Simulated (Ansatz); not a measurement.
The reference is BP in the zinc blende structure (space group F-43m, No. 216).

```
CELL_PARAMETERS angstrom
      0.00000     2.26828     2.26828
      2.26828     0.00000     2.26828
      2.26828     2.26828     0.00000
ATOMIC_POSITIONS crystal
  B  0.00000 0.00000 0.00000
  P  0.25000 0.25000 0.25000
```

Cartesian axes are those of the cell as printed.

Computed with r2SCAN (Ansatz, an electronic-structure program), spin-orbit coupling left out.

Strains are applied to the cell and any free atomic positions relax.

One change was made to it. Results:

The valence-band top at Γ (three highest levels, from the VBM) goes from 0.00, 0.00, 0.00 eV to 0.00, -0.31, -0.31 eV; the pressure (mean of the normal stresses, compression positive) goes from zero to 5.44 GPa; the band gap drops by 0.53 eV, from 1.41 eV to 0.88 eV; the hole mass amounts to 0.34 mₑ along z, 0.22 mₑ across (at Γ); the smallest direct gap falls by 0.28 eV, from 3.60 eV to 3.32 eV.

### Question
Which of these changes matches the shifts?
A. uniaxial strain ε_zz = −2.00 %
B. uniaxial strain ε_zz = −2.50 %
C. uniaxial strain ε_zz = −3.00 %

### Answer
C, uniaxial strain ε_zz = −3.00 %. For comparison, the band gap in the other runs: uniaxial strain ε_zz = −2.50 % gives 0.97 eV; uniaxial strain ε_zz = −2.00 % gives 1.06 eV.

Masses are band curvatures over ±0.01 Å⁻¹ around the edge. No phonon test of stability was made.
